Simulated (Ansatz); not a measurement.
```
Be4TeSe3
1.0
    3.71610     0.00000     0.00000
    0.00000     7.43508     0.00000
    0.00000     0.00000     5.23864
Se Te Be
3 1 4
Cartesian
  1.85805   5.51191   3.92720
  0.00000   3.71754   1.30524
  1.85805   1.92316   3.92720
  0.00000   0.00000   1.31118
  0.00000   5.46219   5.18389
  1.85805   3.71754   2.57506
  0.00000   1.97289   5.18389
  1.85805   0.00000   2.77955
```

No spin polarisation.

The values are results of Ansatz (an electronic-structure program) PBEsol, no SOC, not measurements. k-mesh 9×5×6 (Γ-centred); smearing 0.05 eV (Fermi–Dirac).

What is the computed gap character (in this cell's own zone, which can be folded)?

Indirect, Y → Γ.

What band gap does the calculation give?

1.76 eV.

Each cell is one ordered arrangement of few atoms, which overstates ordering effects compared with a random alloy. Spin-orbit coupling, missing from the scalar runs, can matter with Te. No phonon test of stability was made. The cell was made from BeSe by this change: x(Te) = 0.25, 8 atoms, Pmm2.
